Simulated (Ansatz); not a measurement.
**ScBi in the zinc blende structure (space group F-43m, No. 216; a hypothetical phase, not in the database extracts checked)**

```
ScBi
1.0
    0.00000     3.32037     3.32037
    3.32037     0.00000     3.32037
    3.32037     3.32037     0.00000
Bi Sc
1 1
Cartesian
  1.66019   1.66019   1.66019
  0.00000   0.00000   0.00000
```

Calculations: PBEsol (Ansatz, a program for electronic structure), no spin-orbit coupling. Settings: 12×12×12 k-points, 0.05 eV Fermi–Dirac smearing.

| Quantity | Value |
|---|---|
| Volume per atom | 36.61 Å³ |
| Density | 5.76 g/cm³ |
| Band gap | 1.30 eV, direct at X |
| Electron mass | 1.7 mₑ along k, 2.3 mₑ across |
| Hole mass (degenerate bands, along [100]) | 0.39, 1.4 mₑ |
| Lowest conduction-band minima above the VBM | X along ⟨100⟩ 1.30 eV; a point along ⟨110⟩, about 0.5 Å⁻¹ from Γ 2.00 eV; a point along ⟨111⟩, about 0.4 Å⁻¹ from Γ 2.13 eV |
| Total energy | -7176.869 eV/atom (σ→0; compares only within this code and set-up) |

Spin-orbit coupling, missing from the scalar runs, can matter with Bi. Masses are band curvatures over ±0.01 Å⁻¹ around the edge. Along k means along the line from Γ to the band edge. No phonon test of stability was made. The final runs are not spin-polarised.
